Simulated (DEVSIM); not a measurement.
System: Schottky contact on n-type GaN, at 300 K.

Layer 1 from the left is GaN, thickness (μm) 10.0, Nd (cm⁻³) 1.7e17, τn (s) 3.3e-8, τp (s) 3.3e-8.

Left contact: Schottky, work function 5.33 eV, emission velocity 6.6e6 cm/s. Right contact: ohmic. Voltage is applied to the left contact. Recombination: SRH at mid-gap, radiative. Mobility is μmin + (μ − μmin)/(1 + (N/Nref)^α).

The device is made up for the run: typed textbook-type constants, with dimensions and the other settings drawn at random. Values at 300 K.

GaN: gap (eV) 3.43, affinity (eV) 4.1, permittivity 9.5, Nc (cm⁻³) 2.3e18, Nv (cm⁻³) 4.6e19, μn (cm²/Vs) 1200, μp (cm²/Vs) 100, μn,min 55, μp,min 3, Nref,n 2e17, Nref,p 3e17, αn 1, αp 2, B (cm³/s) 1e-11.

Simulated with DEVSIM: 1D drift-diffusion, Boltzmann statistics, complete ionisation; no tunnelling, impact ionisation, image-force lowering or self-heating. Metal contacts follow the ideal Schottky-Mott rule: no Fermi-level pinning, no interface dipoles.

Dark forward current:

| |V| (V) | |J| (A/cm²) |
|---|---|
| 0.10 | 2.384e-13 |
| 0.15 | 1.678e-12 |
| 0.20 | 1.162e-11 |
| 0.25 | 8.035e-11 |
| 0.30 | 5.552e-10 |
| 0.35 | 3.836e-9 |
| 0.40 | 2.650e-8 |
| 0.45 | 1.830e-7 |
| 0.50 | 1.264e-6 |
| 0.55 | 8.723e-6 |
| 0.60 | 6.020e-5 |
| 0.65 | 0.0004153 |
| 0.70 | 0.002864 |
| 0.75 | 0.01974 |
| 0.80 | 0.1359 |
| 0.85 | 0.9326 |
| 0.90 | 6.328 |
| 0.95 | 40.30 |
| 1.00 | 197.4 |
| 1.05 | 589.6 |
| 1.10 | 1175 |
| 1.15 | 1869 |
| 1.20 | 2622 |

Problem. Work out the local ideality factor n = ΔV / (kT/q · ln(J2/J1)) between the rows 0.15 and 0.20 V, 1.15 and 1.20 V.

Solution. kT/q = 25.85 mV. From 0.15 to 0.20 V: ln(1.162e-11/1.678e-12) = 1.935, n = 1.00, near the 1 of diffusion or emission over a barrier. From 1.15 to 1.20 V: ln(2622/1869) = 0.339, n = 5.71; the layers' resistance at their doping, Σ W/(qμN) = 5.4e-5 Ω cm², would take 41 mV of this step of 50 mV.

Problem. Estimate the current at 0.55 V for emission alone, J0 = q v N_band exp(−φB/kT), and read the barrier back from the simulated current.

Solution. φB = 1.230 eV, N_band = 2.30e18 cm⁻³, J0 = 5.26e-15 A/cm²; J = J0 (exp(qV/kT) − 1) = 9.15e-6 A/cm². The simulation gives 8.72e-6 A/cm²; the estimate lies 4.9 % above. Read backwards, the simulated current gives an apparent barrier of 1.231 eV. The estimate leaves out transport through the depletion region and minority injection.
